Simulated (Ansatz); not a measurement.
Functionals compared on a constructed model of the (0001) surface of hcp Ru, a pseudomorphic layer of Sc in the host's stacking (bottom of the slab: a bare face, its two planes held), in Ansatz (plane waves, PAW). The structure was relaxed with PBE; the other rows are single points on it. Cutoff 420 eV (500 eV for r2SCAN).

Model: 7-atom slab, 13.6 Å thick at the start with caps and adatoms (thin: gaps and levels are the slab's own), 16x16x1 mesh, Fermi-Dirac 0.1 eV, dipole correction, 2 atoms held, the rest relaxed; start symmetry kept, larger cells not searched; no spin, no spin-orbit, no U. In PBE it is, or lies within 0.01 eV a 1x1 cell of, the lowest of the 2 structures of its composition computed so far; subsurface sites and larger cells were not tried. These notes are the PBE run's.

```
functional  work function of the top face (eV)  rough cost of the single point
----------  ----------------------------------  ------------------------------
PBE                                       4.11                               –
RPBE                                      4.01         roughly 30 core-seconds
r2SCAN                                    4.21  around 60 core-seconds (rough)
```

Ansatz is an electronic-structure program.
